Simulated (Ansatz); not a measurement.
**Effect of uniaxial strain ε_zz = +1.92 % on TaN**

Start from TaN in the rock salt structure (space group Fm-3m, No. 225; a = 4.376 Å; relaxed with 0.1 eV smearing). Axes: x, y, z lie along the cube axes.

Now apply this change: uniaxial strain ε_zz = +1.92 %, all other strain components held at zero; the atoms relax in the strained cell.

Level of theory: Kohn–Sham DFT with the PBEsol functional, run in Ansatz (a first-principles code) with PAW and 420 eV plane waves, scalar-relativistic without spin-orbit coupling. Γ-centred 23×23×23 mesh, Fermi–Dirac width 0.1 eV.

```tsv
quantity	base	changed	shift
volume per atom	10.47 Å³	10.68 Å³	+0.201 Å³
space group	Fm-3m (No. 225)	I4/mmm (No. 139)	–
shortest interatomic distance	2.188 Å	2.188 Å	0.000 Å
energy relative to the base (free energy F)	0 meV/atom	+8.7 meV/atom	+8.7 meV/atom
pressure (mean of the normal stresses, compression positive)	0.0 GPa	-6.2 GPa	-6.2 GPa
band gap	zero	zero	–
stress (xx, yy, zz, yz, xz, xy; compression positive)	–	(-2.7, -2.7, -13.3, 0.0, 0.0, 0.0) GPa	–
```

Final structure:

```
CELL_PARAMETERS angstrom
      0.00000     2.18798     2.22999
      2.18798     0.00000     2.22999
      2.18798     2.18798     0.00000
ATOMIC_POSITIONS crystal
  N  0.00000 0.00000 0.00000
  Ta 0.50000 0.50000 0.50000
```

No phonon test of stability was made. All final runs are without spin polarisation. This is not the structure that TaN has at room temperature and ambient pressure.
